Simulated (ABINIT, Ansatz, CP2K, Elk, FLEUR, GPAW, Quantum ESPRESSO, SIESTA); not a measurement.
## Code comparison for LiF (Fm-3m, 2 atoms in the cell)

Self-consistent single point, at a second geometry (lattice scaled by 0.98). First geometry:

```xyz
2
Lattice="0.0000 2.0150 2.0150 2.0150 0.0000 2.0150 2.0150 2.0150 0.0000" Properties=species:S:1:pos:R:3 pbc="T T T"
Li     0.0000     0.0000     0.0000
F      2.0150     2.0150     2.0150
```

Shared settings, as Ansatz (a quantum-chemistry and plane-wave program) writes them: kpoints.mp_grid.grid = 7 7 7; scf.occupations.method = fermi_dirac; scf.occupations.width = 0.02 eV. Potentials and cutoffs stand in the table.

```json
[
 {"code": "SIESTA", "model": "GGA PBE, numerical atomic orbitals DZP, PseudoDojo PBE standard norm-conserving potentials (rewritten from UPF to PSML)", "ΔF from the first geometry (meV/atom)": "8.0", "pressure (GPa)": "5.62", "gap on the mesh (eV)": "9.556", "cutoff": "grid 350 Ry"},
 {"code": "Ansatz", "model": "PBE, default PAW files", "ΔF from the first geometry (meV/atom)": "13.4", "pressure (GPa)": "6.44", "gap on the mesh (eV)": "9.634", "cutoff": "default"},
 {"code": "FLEUR", "model": "PBE, all-electron FLAPW (FLEUR), scalar-relativistic valence", "ΔF from the first geometry (meV/atom)": "15.0", "pressure (GPa)": "–", "gap on the mesh (eV)": "9.975", "cutoff": "Kmax 4.5 1/bohr"},
 {"code": "ABINIT", "model": "PBE, PAW (JTH v2.0 PBE PAW)", "ΔF from the first geometry (meV/atom)": "14.6", "pressure (GPa)": "6.77", "gap on the mesh (eV)": "9.601", "cutoff": "24 Ha"},
 {"code": "Quantum ESPRESSO", "model": "PBE, PseudoDojo standard norm-conserving (PBE) pseudopotentials", "ΔF from the first geometry (meV/atom)": "12.2", "pressure (GPa)": "6.75", "gap on the mesh (eV)": "9.663", "cutoff": "85 Ry"},
 {"code": "CP2K", "model": "PBE, GPW, DZVP-MOLOPT-SR-GTH basis, GTH-PBE potentials (GTH_POTENTIALS)", "ΔF from the first geometry (meV/atom)": "12.9", "pressure (GPa)": "8.27", "gap on the mesh (eV)": "9.604", "cutoff": "grid 550 Ry"},
 {"code": "Elk", "model": "PBE, all-electron FP-LAPW, Elk's shipped species files, APW+lo basis with extra local orbitals", "ΔF from the first geometry (meV/atom)": "14.4", "pressure (GPa)": "–", "gap on the mesh (eV)": "9.629", "cutoff": "rgkmax 8"},
 {"code": "GPAW", "model": "PBE, GPAW PAW datasets PBE (gpaw-data 1.0.1)", "ΔF from the first geometry (meV/atom)": "19.7", "pressure (GPa)": "–", "gap on the mesh (eV)": "9.619", "cutoff": "950 eV"}
]
```

For Ansatz (by 0.7 GPa) and ABINIT (by 0.8 GPa) the energy change implies a higher mean pressure, against the two pressures, than for the other programs: a sign of finite-basis (Pulay) stress.

A dash marks a value that a program does not give, or that is left out as unsure.

Gaps are read on the mesh.

The spread over the programs that give each value: ΔF from the first geometry within 11.7 meV/atom; pressure within 2.65 GPa; gap on the mesh within 0.419 eV.

SIESTA and CP2K use small atom-centred bases, whose incompleteness enters pressures, forces and empty levels differently from a plane-wave cutoff. FLEUR and Elk treat all electrons, but the usual bases taken here (sphere radii, linearisation, local orbitals, empty states) were not tested for convergence, so the values are no reference for the others. Ansatz's pressure is given at a fixed set of plane waves, as the other plane-wave codes print theirs; with its correction for the finite basis it is 7.17 GPa (the shift of 0.73 GPa shows how far the cutoff is from converged). The pressure of GPAW is left out: its cutoff lies under the one at which its stress was checked. In the pressure, SIESTA (by 1.13) and CP2K (by 1.52) lie more than 1 GPa from the median of the plane-wave programs. In the gap, FLEUR (by 0.349) lies more than 0.12 eV from the median of the plane-wave programs.

The starting cell has typed, rounded lattice constants, without a prior relaxation at this level. For this run, on top of that: lattice scaled by 0.98.

Keys are those of Ansatz 0.2.
